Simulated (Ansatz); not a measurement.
The starting structures come from a database of crystals and need not be the phases stable at ambient conditions.

 Where the default PAW files enter, the runs use the earlier of Ansatz's two default sets.

By PBEsol, the system below comes out a metal.

Input:

```
CELL_PARAMETERS angstrom
      2.75216     0.00000     0.00000
      0.00000     2.88559     0.00000
      1.37608    -1.44280     1.44280
ATOMIC_POSITIONS crystal
  Cu 0.00000 0.00000 0.00000
```

Space group of this cell: I4/mmm. The cell is taken as given; by PBEsol its mean pressure is -1.5 GPa.

The current flows along the normal of the first two printed cell vectors, the (100) plane of the conventional cell. No spin-orbit coupling; the value is a mean over 0.1 eV about the Fermi level.

Problem. State the ballistic conductance per area according to PBEsol (Ansatz, an electronic-structure program).

Solution. 1.2 × 10¹⁵ S/m² for both spins.
